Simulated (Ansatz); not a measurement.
**SiC: transverse stress against strain**

SiC (wurtzite, P6_3mc, 10.503 Å³/atom at rest, c along z) under a strain ε along c (axis z), the other axes held. PBE in Ansatz, a plane-wave DFT program (PAW, default set), 420 eV, 12×12×7 Γ-centred mesh, Fermi-Dirac smearing 0.05 eV; ions are relaxed within the symmetry of each cell. Stress is positive for a compressed cell.

Here s stands for strain and y for stress xx.

```csv
strain (%),stress xx (GPa)
-1.20,0.65
-0.60,0.31
0.00,0.00
0.60,-0.29
1.20,-0.56
3.00,?
```

Task: Using a straight line, estimate the missing y at s = 3.00 from the other rows, showing the fit.

Result: Means: s 0, y 0.022. About the means, the sum of products is -1.8120 and the sum of squares of s is 3.6000; the slope is their ratio. Least squares gives y = 0.022 - 0.5033·s. Residuals (row less fit): 0.024, -0.014, -0.022, -0.010, 0.022; standard error 0.025 (degrees of freedom: 3). The slope gives the elastic constant C13 = 50 ± 1.3 GPa. At the withheld row, y = 0.022 - 0.5033 × 3.0 = -1.488 GPa. The calculation gives -1.22 GPa, 0.268 GPa above the prediction (14.3 % of the range of y in the table). The row lies outside the fitted rows, so this is an extrapolation. From the scatter of the fitted rows alone, a prediction at this place has a standard error of 0.048 GPa, so the miss is 5.6 times that.

One order more, fitted to all 11 runs of the series, follows each within 0.01, so the miss is the next term of a smooth law. SiC is here the rare 2H polytype. Rows are the converged runs of the series near zero and its far end; series whose fitted rows scatter by over a few per cent of the range, as at a crossing or softening among them, aren't shown in this form. Most that stay on the fit to the last digits aren't either.
